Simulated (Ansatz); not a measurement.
## HfN under a change: biaxial strain +0.42 %, plane normal [111], relaxed out of plane

Take HfN in the rock salt structure (space group Fm-3m, No. 225; a = 4.5257 Å; relaxed with 0.1 eV smearing) as the base. Axes: x, y, z lie along the cube axes.

One thing is altered: biaxial strain +0.42 %, plane normal [111], relaxed out of plane (Cartesian); in-plane vectors clamped, the third vector and the atoms free.

Method: r2SCAN (Ansatz, a first-principles code), scalar-relativistic without spin-orbit coupling. Γ-centred 22×22×22 mesh, Fermi–Dirac width 0.1 eV.

```json
[
 {"quantity": "space group", "base": "Fm-3m (No. 225)", "changed": "R-3m (No. 166)", "shift": "–"},
 {"quantity": "shortest interatomic distance", "base": "2.263 Å", "changed": "2.267 Å", "shift": "+0.004 Å"},
 {"quantity": "energy relative to the base (free energy F)", "base": "0 meV/atom", "changed": "+0.6 meV/atom", "shift": "+0.6 meV/atom"},
 {"quantity": "pressure (mean of the normal stresses, compression positive)", "base": "0.0 GPa", "changed": "-1.3 GPa", "shift": "-1.3 GPa"},
 {"quantity": "band gap", "base": "zero", "changed": "zero", "shift": "–"},
 {"quantity": "out-of-plane strain", "base": "–", "changed": "-0.36 %", "shift": "–"},
 {"quantity": "mean in-plane stress (compression positive)", "base": "–", "changed": "-2.0 GPa", "shift": "–"}
]
```

Final structure (turned so that z lies along the plane normal):

```xyz
2
Lattice="3.2136 0.0000 0.0000 1.6068 2.7831 0.0000 1.6068 -0.9277 2.6036" Properties=species:S:1:pos:R:3 pbc="T T T"
Hf     0.0000     0.0000     0.0000
N      1.6068     0.9277     1.3018
```

Whether these cells are dynamically stable was not tested. The final runs are not spin-polarised. An odd electron count without spin: HfN.
